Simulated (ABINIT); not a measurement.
**Sensitivity of a calculation on K2InSbBr6 (Fm-3m, 10 atoms in the cell) to its settings**

```
K2InSbBr6
1.0
    0.00000     5.86144     5.86144
    5.86144     0.00000     5.86144
    5.86144     5.86144     0.00000
K In Sb Br
2 1 1 6
Cartesian
  8.79217   8.79217   8.79217
  2.93072   2.93072   2.93072
  5.86144   5.86144   5.86144
  0.00000   0.00000   0.00000
  2.82416   5.86144   5.86144
  8.89873   5.86144   5.86144
  5.86144   2.82416   5.86144
  5.86144   8.89873   5.86144
  5.86144   5.86144   2.82416
  5.86144   5.86144   8.89873
```

Base run A: PBEsol, norm-conserving pseudopotentials (PseudoDojo nc-sr-04 PBEsol standard) (ABINIT), self-consistent single point.

Its settings: pseudos = [K.upf, In.upf, Sb.upf, Br.upf]; ecut = 1088 eV; occopt = 1; ngkpt = 4 4 4; nshiftk = 1; shiftk = 0 0 0; potentials = PseudoDojo nc-sr-04 PBEsol standard; nband = 47; kptopt = 1; nstep = 100; tolvrs = 1e-10; diemac = 12.

The starting cell comes from a database of computed structures (which also holds hypothetical and non-ambient phases and stackings), without a prior relaxation at this level. Spin-orbit coupling is off.

ΔF is the free energy per atom less that of run A. A dash stands where there is no value to compare (another energy zero or no entropy term, no result, no spin, no clean gap, or a mesh too coarse for one). 

Runs B sample the zone with one or two k-points, far too few for so small a cell.

Run A gave: pressure (GPa) -1.10; largest force (eV/Å) 0.057; gap on the mesh (eV) 0.207; k-points 8.

Runs:
- B: ngkpt, shiftk = 2 2 2, 0.5 0.5 0.5
- C: ngkpt, shiftk = 2 2 2, 0 0 0

### Question
What does run C change against A?

### Answer
The free energy goes up by 24.0 meV/atom, the pressure goes from -1.10 to -0.74 GPa, the largest force goes from 0.057 to 0.219 eV/Å and the gap on the mesh goes from 0.207 to 0.175 eV.

```tsv
run	ΔF (meV/atom)	pressure (GPa)	largest force (eV/Å)	gap on the mesh (eV)	k-points
A	0.00	-1.10	0.057	0.207	8
B	-12.5	-1.28	0.008	–	2
C	24.0	-0.74	0.219	0.175	3
```
